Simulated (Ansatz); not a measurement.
Input:

```xyz
4
Lattice="3.2177 0.0000 0.0000 -1.6089 2.7866 0.0000 0.0000 0.0000 4.9372" Properties=species:S:1:pos:R:3 pbc="T T T"
Ga     0.0000     1.8577    -0.0339
Ga     1.6089     0.9289     2.4347
N      0.0000     1.8577     1.8853
N      1.6089     0.9289     4.3539
```

Method: r2SCAN with spin-orbit coupling, rigid bands (plane waves, PAW; Ansatz, an electronic-structure program). Condition of this run: uniaxial stress along c of 16 GPa (compression positive) (the target of the relaxation). Geometry: cell and atoms relaxed with PBEsol, then loaded as said.

**Question.** Predict the electron conductivity mass (n e² τ/σ) at 300 K, by direction if it differs.

**Answer.** 0.20 (x), 0.20 (y), 0.21 (z) mₑ.

**Question.** Predict the hole conductivity mass (n e² τ/σ) at 300 K, by direction if it differs.

**Answer.** 1.70 (x), 1.70 (y), 0.29 (z) mₑ.

**Question.** And the band gap?

**Answer.** 2.40 eV at this level; semilocal functionals usually fall short of the measured gap.

Rigid bands, one relaxation time for all states, no polarons. Geometry: cell and atoms relaxed with PBEsol.
